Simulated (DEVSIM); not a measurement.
Device: Co/SiO2/p-GaSb capacitor, at 300 K.

```tsv
layer (left to right)	material	thickness (nm)	Na (cm⁻³)
1	SiO2	16.0	-
2	GaSb	3200	3.6e16
```

Metal gate on the left, work function 5 eV. Fixed charge at the semiconductor interface -8.4e11 cm⁻² (in units of +e); no interface traps.

This is a model device: material constants are rounded textbook-type values typed into the input, and sizes, dopings and lifetimes were drawn at random. Values at 300 K.

```csv
parameter,SiO2,GaSb
gap (eV),9,0.726
affinity (eV),0.9,4.06
permittivity,3.9,15.7
Nc (cm⁻³),-,2.1e17
Nv (cm⁻³),-,1.8e19
```

Model (solved in DEVSIM): 1D Poisson equation in equilibrium, Boltzmann statistics, complete ionisation; no quantum confinement or tunnelling. Metal contacts follow the ideal Schottky-Mott rule: no Fermi-level pinning, no interface dipoles.

Base results: capacitance of the dielectric stack (μF/cm²) 0.216; minimum of the low-frequency capacitance (μF/cm²) 0.0696; threshold voltage (band bending 2φF) (V) 1.94; flat-band voltage (V) 1.00.

Question: What follows from this one change: SiO2 thickness 0.016 → 0.0088 μm?

Answer: capacitance of the dielectric stack 0.216 → 0.392 μF/cm²; minimum of the low-frequency capacitance 0.0696 → 0.0833 μF/cm²; threshold voltage (band bending 2φF) 1.94 → 1.47 V; flat-band voltage 1.00 → 0.72 V.

Question: What follows from this one change: substrate doping 3.6e+16 → 7.2e+16 cm^-3?

Answer: capacitance of the dielectric stack little changed (0.216 μF/cm²); minimum of the low-frequency capacitance 0.0696 → 0.0846 μF/cm²; threshold voltage (band bending 2φF) 1.94 → 2.16 V; flat-band voltage 1.00 → 0.98 V.
